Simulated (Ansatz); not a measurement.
The starting structures come from a database of crystals and need not be the phases stable at ambient conditions.

The decay constant κ of evanescent states in the gap governs leakage through a thin film.

```xyz
20
Lattice="5.4538 0.0000 0.0000 0.0000 6.7814 0.0000 0.0530 3.3907 9.6508" Properties=species:S:1:pos:R:3 pbc="T T T"
Cs     2.7534     1.6953     4.8254
Cs     0.0265     5.0860     4.8254
Sb     0.2134     8.5922     8.0907
Sb     5.2935     1.5799     1.5601
Sb     2.5665     5.2015     1.5601
Sb     2.9403     4.9706     8.0907
F      0.8871     4.1784     1.5358
F      4.6198     5.9937     8.1150
F      1.8928     7.5691     8.1150
F      3.6140     2.6030     1.5358
F      1.6303     6.6468     2.5293
F      3.8766     3.5253     7.1215
F      1.1496     3.2561     7.1215
F      4.3572     6.9160     2.5293
F      2.7585     4.5232     3.4251
F      2.7484     5.6489     6.2257
F      5.4753     7.9139     6.2257
F      0.0316     2.2582     3.4251
F      1.3635     6.2533     0.0000
F      4.0904     0.5281     0.0000
```

Space group of this cell: C2/c. The cell is taken as given; by PBEsol its mean pressure is 1.1 GPa.

Transport runs along the normal of the first two printed cell vectors.

The gap is the functional's own. No spin-orbit coupling. Mid-gap values are interpolated on the energy grid.

Task: Estimate the band gap and the smallest decay constant κ at mid-gap that Ansatz (an electronic-structure program) with PBEsol returns for this system.

Result: Gap 4.31 eV on a 6×6×6 mesh; κ = 0.511 1/Å, at the zone centre.
